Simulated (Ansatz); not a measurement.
System: interstitial B in silicon with all lengths changed by +1 % (charge state -1). The step: a concerted move, in which B travels most (a rearrangement that moves the defect's centre by under 1 Å); the atom moves 0.69 Å along (0.08, -0.08, 0.06) of the unit cell; at the start the B atom holds a host Si site and a host atom stands off its site; at the end the B atom holds a host Si site and a host atom stands off its site; the moving atom starts with neighbours Si at 1.96, Si at 2.03, 2 Si at 2.10 Å and ends with Si at 1.95, Si at 1.98, Si at 1.99 Å. DFT values are from Ansatz (plane-wave PAW, 420 eV unless said) in a cell of 64 host sites, spin-restricted, static, with no finite-size correction. The charge state is imposed; whether it is stable for some Fermi level was not computed. Sites that were not tried may lie lower. For the PBE band: the saddle point's order was not checked.

| Level | Forward barrier (eV) | Cost of the band or of the saddle's single point |
|---|---|---|
| CHGNet universal potential (has no charge state), its own band | 0.09 | - |
| PBE, a 2×2×2 k-point mesh shifted by half a step, band relaxed | 0.16 | around 40 core-minutes (rough) |
| PBE, a 3×3×3 k-point mesh shifted by half a step, same geometries | 0.15 | very roughly 6 core-minutes |

Ansatz is a program for electronic structure.
